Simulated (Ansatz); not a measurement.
**Alloy series in TiB2**

Start from TiB₂ (space group P6/mmm, No. 191; a = 3.025 Å, c = 3.224 Å).

The other end (x = 1) is HfB2 (space group P6/mmm, No. 191): 9.88 Å³/atom, gap zero.

Hf replaces a fraction x of Ti; each row is one arrangement (x, atoms in the cell, starting space group or random), fully relaxed.

Level of theory: r2SCAN in Ansatz (plane waves to 500 eV, PAW, without spin-orbit coupling), earlier PAW set.

```csv
Hf fraction x,volume per atom (Å³/atom)
0,8.515
"0.25 (Immm, 12 atoms)",8.884
"0.25 (P6/mmm, 12 atoms)",8.895
"0.25 (Pmmm, 12 atoms)",8.894
"0.333 (P6/mmm, 9 atoms)",?
"0.5 (C2/m, 12 atoms)",9.242
"0.5 (Cmcm, 12 atoms)",9.232
"0.75 (Pmmm, 12 atoms)",9.568
1,9.882
```

Task: Fit V(x) = (1 − x) V(0) + x V(1) − b x(1 − x) with the ends held (b = 0 is Vegard's rule) to the rows shown and predict the withheld row.

Result: Least squares on the printed values gives b = -0.16 Å³/atom, against 8.970 Å³/atom from the straight line alone (largest residual 0.008 Å³/atom); this predicts 9.007 Å³/atom, and the run gives 9.016 Å³/atom, 0.009 higher.

These are small ordered cells, not random alloys; other orderings at the same x differ. Whether these cells are dynamically stable was not tested. The final runs are not spin-polarised.

Ansatz is an electronic-structure program.
